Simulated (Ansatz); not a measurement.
# SrTiO3 under load (space group P4/mmm): band-edge transport data

Data:

```xyz
5
Lattice="3.8940 0.0000 0.0000 0.0000 3.8940 0.0000 0.0000 0.0000 3.8785" Properties=species:S:1:pos:R:3 pbc="T T T"
Sr     0.0000     0.0000     0.0000
Ti     1.9470     1.9470     1.9392
O      1.9470     0.0000     1.9392
O      0.0000     1.9470     1.9392
O      1.9470     1.9470     0.0000
```

All values below come from PBEsol with spin-orbit coupling, rigid bands (plane waves, PAW; Ansatz, an electronic-structure program). Condition of this run: uniaxial stress zz = 1 GPa (compression positive) (the target of the relaxation). Cell: cell and atoms relaxed with PBEsol, then loaded as said.

The band gap comes out as 1.83 eV. The electron conductivity mass (300 K, dilute) is 0.63 (x), 0.63 (y), 0.70 (z) mₑ and the hole conductivity mass (300 K, dilute) is 1.92 (x), 1.92 (y), 1.66 (z) mₑ. The effective density of states N_c (300 K) comes out as 5.0e19 cm⁻³. The effective density of states N_v (300 K) is 2.1e20 cm⁻³, the density-of-states mass, electrons is 1.59 mₑ and the density-of-states mass, holes is 4.1 mₑ. The Seebeck coefficient, n-type 1e19 cm⁻³, 300 K is -390 μV/K and the Seebeck coefficient, p-type 1e19 cm⁻³, 300 K comes out as 511 μV/K.

Rigid bands; masses and Seebeck coefficients take one relaxation time τ for all states and one kind of carrier; polarons and phonon drag are left out.
